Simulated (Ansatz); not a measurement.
Cells marked so need not be the phases stable at ambient conditions, and some may be hypothetical.

The gap is the functional's own, uncorrected, and κ follows it; spin-orbit coupling is left out. Mid-gap values are interpolated between the computed energies.

A. Cs2SnBr6 (Fm-3m, not sure to be the ambient phase, 9 atoms a cell, 36.8 Å³ an atom), along the normal of (110)
B. ZnSnO3 (R3c, not sure to be the ambient phase, 10 atoms a cell, 11.8 Å³ an atom, -7 GPa at this level), along the normal of (100)
C. Sr₃MgTa₂O₉ (P-3m1, not sure to be the ambient phase, 15 atoms a cell, 13.3 Å³ an atom, -7 GPa at this level), along the normal of (110)
D. RbP(HO₂)₂ (I-42d, not sure to be the ambient phase, 16 atoms a cell, 13.1 Å³ an atom), along the normal of (110)
E. NbPO$_{5}$ (P4/n, not sure to be the ambient phase, 14 atoms a cell, 12.8 Å³ an atom, -7 GPa at this level), along the normal of (111)

Problem. Order them by mid-gap decay constant of the slowest evanescent state (highest first) at the level PBEsol in Ansatz (a quantum-chemistry and plane-wave program).

Solution. D (0.49 1/Å), E (0.41 1/Å), C (0.29 1/Å), A (0.20 1/Å), B (0.13 1/Å)
